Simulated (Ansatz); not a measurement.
# Ti: response to strain

Consider Ti in the hcp (Mg type) structure (space group P6_3/mmc, No. 194; a = 2.9016 Å, c = 4.5930 Å; relaxed with 0.1 eV smearing). Axes: x lies along a and z along c of the hexagonal cell.

Strains are applied to the cell and any free atomic positions relax.

Computed with PBEsol/PAW in Ansatz (a program for electronic structure), without spin-orbit coupling.

Notes on the quantities. energy relative to the base: free energy F; pressure: mean of the normal stresses, compression positive.

| variant | energy relative to the base | shortest interatomic distance | pressure |
|---|---|---|---|
| base | 0 meV/atom | 2.843 Å | 0.0 GPa |
| uniaxial strain ε_xx = −3.00 % | +8.4 meV/atom | 2.799 Å | ___ |
| uniaxial strain ε_xx = −2.00 % | +3.6 meV/atom | 2.814 Å | ___ |
| uniaxial strain ε_xx = −1.50 % | +2.0 meV/atom | ___ | 1.8 GPa |
| uniaxial strain ε_xx = −1.00 % | +0.9 meV/atom | 2.829 Å | 1.2 GPa |
| uniaxial strain ε_xx = −0.50 % | +0.2 meV/atom | 2.837 Å | 0.6 GPa |
| uniaxial strain ε_xx = +0.50 % | +0.2 meV/atom | 2.844 Å | -0.6 GPa |
| uniaxial strain ε_xx = +1.00 % | +0.9 meV/atom | 2.845 Å | -1.2 GPa |
| uniaxial strain ε_xx = +1.50 % | +1.9 meV/atom | 2.844 Å | ___ |
| uniaxial strain ε_xx = +3.00 % | +7.4 meV/atom | 2.848 Å | -3.3 GPa |

Task: Complete the table.

Result: 
- uniaxial strain ε_xx = −3.00 %, pressure: 3.7 GPa
- uniaxial strain ε_xx = −2.00 %, pressure: 2.4 GPa
- uniaxial strain ε_xx = −1.50 %, shortest interatomic distance: 2.822 Å
- uniaxial strain ε_xx = +1.50 %, pressure: -1.7 GPa

No phonon test of stability was made. The final runs are not spin-polarised.
